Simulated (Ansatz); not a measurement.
The starting structures come from a database of crystals and need not be the phases stable at ambient conditions.

Tunnelling through a barrier is set by its complex band structure: the current falls as exp(−2κd) with the smallest κ.

Input:

```xyz
2
Lattice="4.5707 0.0000 0.0000 0.0000 6.4640 0.0000 2.2854 -3.2320 2.2854" Properties=species:S:1:pos:R:3 pbc="T T T"
Mg     0.0000     0.0000     0.0000
Te     2.2854     4.8480     0.0000
```

Space group of this cell: F-43m, zinc blende. The cell is taken as given.

Transport runs along the normal of the first two printed cell vectors, the (110) plane of the conventional cell.

The gap is the functional's own. No spin-orbit coupling. Mid-gap values are interpolated on the energy grid.

**Question.** State the band gap and the smallest decay constant κ at mid-gap according to PBEsol (Ansatz, a quantum-chemistry and plane-wave program).

**Answer.** Gap 2.30 eV on a 14×14×14 mesh; κ = 0.152 1/Å, at the zone centre.
